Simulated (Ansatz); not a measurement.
Formation energy of the bound charge states of Co on the Al site (Co_Al) in metastable zinc-blende AlN (start: the Al site; 64-site cell, 2×2×2 shifted sampling) against the Fermi level, Al-rich (Δμ(Al) = 0.00 eV, Δμ(Co) = -1.77 eV, bounded by Al9Co2 (P2_1/c); only phases computed here count, gases as isolated molecules at 0 K). Computed with PBE, PAW (plane waves to 420 eV; Ansatz, a quantum-chemistry and plane-wave program).

Cell and caveats: 64-site cell; 2×2×2 shifted k-points; host gap 3.31 eV; charged states image-corrected; no Hubbard U; energies good to tenths of an eV; flagged in the runs: a doubtful potential alignment.

Left out: charge −2 (level within 0.1 eV of a band edge or past it).

```
E_F − E_VBM (eV)  q = +1  q = 0  q = −1
----------------  ------  -----  ------
0.00                5.81   6.58    8.42
0.41                6.22   6.58    8.01
0.83                6.64   6.58    7.59
1.24                7.05   6.58    7.18
1.66                7.46   6.58    6.77
2.07                7.88   6.58    6.35
2.48                8.29   6.58    5.94
2.90                8.71   6.58    5.52
3.31                9.12   6.58    5.11
```

Crossings of the lowest lines: (+1/0) at 0.77 eV; (0/−1) at 1.84 eV.
